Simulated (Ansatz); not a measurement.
GaSb (model structure, within 0.1 Å of P6₄22, No. 181, 6 atoms in the cell) was calculated with r²SCAN (Ansatz, an electronic-structure program, PAW).

Numerical settings: plane-wave cutoff 560 eV, 18×18×6 k mesh (along the axes of the cell as run), Fermi–Dirac smearing 0.05 eV, scalar-relativistic PAW data made under PBE.

Cell (relaxed at this level):

```cif
data_Ga3Sb3
_chemical_formula_sum 'Ga3 Sb3'
_space_group_name_H-M_alt 'P 1'
_space_group_IT_number 1
_cell_length_a 4.36462
_cell_length_b 4.36462
_cell_length_c 9.50868
_cell_angle_alpha 90.000
_cell_angle_beta 90.000
_cell_angle_gamma 120.000
loop_
_space_group_symop_operation_xyz
  'x, y, z'
loop_
_atom_site_label
_atom_site_type_symbol
_atom_site_fract_x
_atom_site_fract_y
_atom_site_fract_z
_atom_site_occupancy
Ga1 Ga 0.00000 0.49979 0.66667 1
Ga2 Ga 0.50021 0.50021 0.00000 1
Ga3 Ga 0.49979 0.00000 0.33333 1
Sb1 Sb 0.00000 0.49988 0.16667 1
Sb2 Sb 0.50012 0.50012 0.50000 1
Sb3 Sb 0.49988 0.00000 0.83333 1
```

Give the computed bulk modulus.


- bulk modulus: 56.0 GPa

The run finds no gap.

Note: the bulk modulus is −V dP/dV from two relaxed cells at ±2 % in volume.

Spin–orbit coupling is not included; it can open a gap where bands touch, and shift volumes and moduli.

Cost on a shared machine: about 21 core-minutes (a rough figure).

A model structure was made by putting elements into a prototype or built by hand; it is no filed structure, need not be a known phase, and can be a saddle point held by its symmetry.
